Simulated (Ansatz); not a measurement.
The starting structures come from a database of crystals and need not be the phases stable at ambient conditions.

The decay constant κ of evanescent states in the gap governs leakage through a thin film.

Given:

```xyz
15
Lattice="5.8624 0.0000 0.0000 0.0000 7.1945 0.0000 2.9312 0.0000 5.0770" Properties=species:S:1:pos:R:3 pbc="T T T"
Ba     0.0000     0.0000     0.0000
Ba     2.9312     2.3886     1.6923
Ba     5.8624     4.8059     3.3847
Mg     0.0000     3.5972     0.0000
Nb     2.9312     5.9045     1.6923
Nb     5.8624     1.2900     3.3847
O      7.2873     2.3469     4.2074
O      1.5063     4.8476     0.8696
O      4.4375     2.3469     4.2074
O      4.3561     4.8476     0.8696
O      5.8624     2.3469     1.7393
O      2.9312     4.8476     3.3377
O      1.4656     0.0000     2.5385
O      2.9312     0.0000     0.0000
O      4.3968     0.0000     2.5385
```

Space group of this cell: P-3m1. The cell is taken as given; by PBEsol its mean pressure is -8.5 GPa.

Transport runs along the normal of the first two printed cell vectors, the (100) plane of the conventional cell.

No gap correction and no spin-orbit coupling; mid-gap values are interpolated between computed energies.

Q: Estimate the band gap and the smallest decay constant κ at mid-gap that PBEsol run with Ansatz (a program for electronic structure) returns for this system.

A: Gap 2.68 eV on a 6×4×6 mesh; κ = 0.315 1/Å, at the zone centre.
